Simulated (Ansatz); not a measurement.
Density of states of ZnRh (Pm-3m, 2 atoms in the cell).

```xyz
2
Lattice="2.9902 0.0000 0.0000 0.0000 2.9902 0.0000 0.0000 0.0000 2.9902" Properties=species:S:1:pos:R:3 pbc="T T T"
Zn     1.4951     1.4951     1.4951
Rh     0.0000     0.0000     0.0000
```

Level of theory: LDA (PW92), default PAW files made with PBE (plane waves; Ansatz, a first-principles code).

SCF settings: basis.ecutwfc = 420 eV; kpoints.mp_grid.grid = 15 15 15; hamiltonian.xc = lda; hamiltonian.pseudopotentials = {kind: paw} (the program's default PAW files); scf.occupations.method = fermi_dirac; scf.occupations.width = 0.1 eV. Keys of the DOS step: output.dos.nscf_kmesh.grid = 23 23 23.

The starting cell comes from a database of computed structures (which also holds hypothetical and non-ambient phases and stackings), without a prior relaxation at this level. Spin polarisation is off.

Total DOS (both spins), as means of the tabulated values in each energy bin; the zero is the program's Fermi level or highest filled level, and the curve is cut to this window:

```csv
E (eV),states/eV/cell
-7.88,0.19
-7.62,0.24
-7.38,0.34
-7.12,1.97
-6.88,8.96
-6.62,13.8
-6.38,10.9
-6.12,4.32
-5.88,1.16
-5.62,0.49
-5.38,0.53
-5.12,0.64
-4.88,0.80
-4.62,1.39
-4.38,1.75
-4.12,0.25
-3.88,0.43
-3.62,0.63
-3.38,0.94
-3.12,1.51
-2.88,2.63
-2.62,3.86
-2.38,3.05
-2.12,1.67
-1.88,1.39
-1.62,3.31
-1.38,2.55
-1.12,2.76
-0.88,2.24
-0.62,3.45
-0.38,3.90
-0.12,1.86
0.12,0.84
0.38,0.71
0.62,0.52
0.88,0.27
```

Around zero the curve holds about 1.1 states/eV/cell.

Keys are those of Ansatz 0.2.
